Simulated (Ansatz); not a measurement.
Take HfO2 (space group P4_2/nmc, No. 137) as the base.

```
CELL_PARAMETERS angstrom
      3.57678     0.00000     0.00000
      0.00000     3.57678     0.00000
      0.00000     0.00000     5.20264
ATOMIC_POSITIONS crystal
  Hf 0.00000 0.00000 0.00000
  Hf 0.50000 0.50000 0.50000
  O  0.00000 0.50000 0.19616
  O  0.00000 0.50000 0.69616
  O  0.50000 0.00000 0.30384
  O  0.50000 0.00000 0.80384
```

Computed with r2SCAN in Ansatz (plane waves to 500 eV, PAW, no spin-orbit coupling).

For the base:

- Band gap: 5.27 eV
- Gap character: indirect, Z → Γ
- Electron mass: 1.0 mₑ along c, 0.89 mₑ across (at Γ)
- Density: 10.50 g/cm³
- Smallest direct gap: 5.34 eV

One thing is altered: a hydrostatic pressure of 1.5 GPa.

### Question
What happens to the band gap?

### Answer
The band gap remains 5.27 eV.

### Question
Predict the new gap character.

### Answer
The gap character stays indirect, Z → Γ.

### Question
How does this affect the electron mass?

### Answer
The electron mass goes from 1.0 mₑ along c, 0.89 mₑ across (at Γ) to 1.1 mₑ along c, 0.88 mₑ across (at Γ).

### Question
What happens to the density?

### Answer
The density rises by 0.08 g/cm³ to 10.58 g/cm³.

### Question
Predict the new smallest direct gap.

### Answer
The smallest direct gap stays 5.34 eV.

Spin-orbit coupling, missing from the scalar runs, can matter with Hf. Load acts through the strain it causes; cell and atoms are relaxed under it. Masses are band curvatures over ±0.01 Å⁻¹ around the edge. No phonon test of stability was made. This is not the structure that HfO2 has at room temperature and ambient pressure.

Ansatz is a quantum-chemistry and plane-wave program.
